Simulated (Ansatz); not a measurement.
Start from CdS in the wurtzite structure (space group P6_3mc, No. 186; a = 4.1966 Å, c = 6.8302 Å).

Perturbation: hydrostatic tension (pressure −2 GPa).

Levels (all Ansatz, a quantum-chemistry and plane-wave program, PAW, earlier PAW set): PBE (420 eV, no SOC); r2SCAN (500 eV, without spin-orbit coupling); HSE06 (420 eV, without spin-orbit coupling); PBE+SOC (420 eV, spin-orbit coupling included).

One geometry, relaxed with PBE, under each level:

The valence-band top lists the three highest levels at Γ (Kramers pairs under SOC), from the VBM.

```csv
level,band gap,lowest conduction level above the VBM at special points,valence-band top at Γ,electron mass,pressure
PBE,1.01 eV,Γ 1.01 eV; A 2.65 eV; L 3.41 eV; M 3.51 eV,"0.00, 0.00, -0.03 eV","0.11 mₑ along c, 0.12 mₑ across (at Γ)",-1.99 GPa
r2SCAN,1.46 eV,Γ 1.46 eV; A 3.10 eV; L 3.81 eV; M 3.97 eV,–,"0.14 mₑ along c, 0.15 mₑ across (at Γ)",-3.41 GPa
HSE06,___,___,–,–,–
PBE+SOC,1.00 eV,Γ 1.00 eV; A 2.64 eV; L 3.39 eV; M 3.49 eV,"0.00, -0.01, -0.07 eV","0.11 mₑ along c, 0.12 mₑ across (at Γ)",-2.03 GPa
```

### Question
Give the withheld HSE06 results.

### Answer

- HSE06, band gap: 2.01 eV
- HSE06, lowest conduction level above the VBM at special points: Γ 2.01 eV; A 3.70 eV; L 4.44 eV

Single points use the geometry relaxed with PBE. Their cutoffs differ, which shifts pressures a little. The spin-orbit shifts are approximate. Load acts through the strain it causes; cell and atoms are relaxed under it. Masses are band curvatures over ±0.01 Å⁻¹ around the edge. Stability against distortions was not tested.
